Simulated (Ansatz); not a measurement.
Density of states of ZrSi₂ (Cmcm, 6 atoms in the cell).

```
ZrSi2
1.0
    1.84174    -7.43557     0.00000
    1.84174     7.43557     0.00000
    0.00000     0.00000     3.67325
Zr Si
2 4
Cartesian
  1.84174  -5.86057   2.75494
  1.84174   5.86057   0.91831
  1.84174   0.76527   0.91831
  1.84174  -0.76527   2.75494
  1.84174   3.71407   2.75494
  1.84174  -3.71407   0.91831
```

Method of the run: PBE (plane waves, PAW; Ansatz, an electronic-structure program).

SCF settings: kpoints.mp_grid.grid = 8 8 7; hamiltonian.xc = pbe; hamiltonian.pseudopotentials = {kind: paw} (the program's default PAW files); scf.occupations.method = cold; scf.occupations.width = 0.136 eV. Keys of the DOS step: output.dos.nscf_kmesh.grid = 12 12 11; output.dos.method = {smearing: {sigma: 0.1}} eV.

The starting cell comes from a database of computed structures (which also holds hypothetical and non-ambient phases and stackings), without a prior relaxation at this level.

Total DOS (both spins), as means of the tabulated values in each energy bin; the zero is the program's Fermi level or highest filled level, and the curve is cut to this window:

```
E (eV) | states/eV/cell
    -7.88 | ####### 1.30
    -7.62 | ######## 1.48
    -7.38 | ####### 1.28
    -7.12 | ########### 2.08
    -6.88 | ######## 1.57
    -6.62 | ##### 1.02
    -6.38 | ##### 0.98
    -6.12 | ####### 1.28
    -5.88 | ###### 1.10
    -5.62 | ##### 1.07
    -5.38 | ####### 1.44
    -5.12 | ############## 2.75
    -4.88 | ############ 2.32
    -4.62 | ######## 1.59
    -4.38 | ############# 2.49
    -4.12 | ############# 2.51
    -3.88 | ############### 2.96
    -3.62 | ################ 3.20
    -3.38 | ################# 3.26
    -3.12 | ###################### 4.29
    -2.88 | ########################### 5.27
    -2.62 | ######################## 4.62
    -2.38 | ###################### 4.25
    -2.12 | ############################## 5.89
    -1.88 | ######################### 4.84
    -1.62 | ################ 3.14
    -1.38 | ############# 2.51
    -1.12 | ########### 2.11
    -0.88 | ######## 1.47
    -0.62 | ####### 1.45
    -0.38 | ##### 0.94
    -0.12 | ###### 1.10
     0.12 | ######### 1.78
     0.38 | ############## 2.83
     0.62 | ############### 2.89
     0.88 | ############## 2.78
```

Around zero the curve holds about 1.4 states/eV/cell.

Keys are those of Ansatz 0.2.
